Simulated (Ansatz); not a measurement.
**CdTe: response to strain**

Consider CdTe in the rock salt structure (space group Fm-3m, No. 225; a = 6.000 Å; relaxed with 0.1 eV smearing). Axes: x, y, z lie along the cube axes.

Strains are applied to the cell and any free atomic positions relax; under biaxial strain the out-of-plane vector relaxes too.

Method: Kohn–Sham DFT with the PBEsol functional, run in Ansatz (a first-principles code) with PAW and 420 eV plane waves, scalar-relativistic without spin-orbit coupling.

Notes on the quantities. pressure: mean of the normal stresses, compression positive; energy relative to the base: free energy F.

```tsv
case	pressure	volume per atom	energy relative to the base
base	0.0 GPa	27.01 Å³	0 meV/atom
biaxial strain −0.26 %, plane normal [001], relaxed out of plane	0.2 GPa	26.91 Å³	+0.1 meV/atom
biaxial strain −1.78 %, plane normal [111], relaxed out of plane	0.9 GPa	26.59 Å³	+4.0 meV/atom
biaxial strain −0.86 %, plane normal [111], relaxed out of plane	0.4 GPa	26.80 Å³	+0.9 meV/atom
biaxial strain +4.83 %, plane normal [111], relaxed out of plane	-2.2 GPa	28.17 Å³	+27 meV/atom
isotropic strain −1.43 %	2.7 GPa	25.86 Å³	+9.2 meV/atom
uniaxial strain ε_zz = −4.66 %	3.3 GPa	25.75 Å³	+23 meV/atom
uniaxial strain ε_zz = −3.46 %	2.3 GPa	26.07 Å³	+12 meV/atom
tensor shear ε_xy = −0.68 %	0.0 GPa	27.01 Å³	+0.3 meV/atom
tensor shear ε_yz = −1.48 %	0.0 GPa	27.00 Å³	+1.3 meV/atom
```

Whether these cells are dynamically stable was not tested. The final runs are not spin-polarised. This is not the structure that CdTe has at room temperature and ambient pressure.
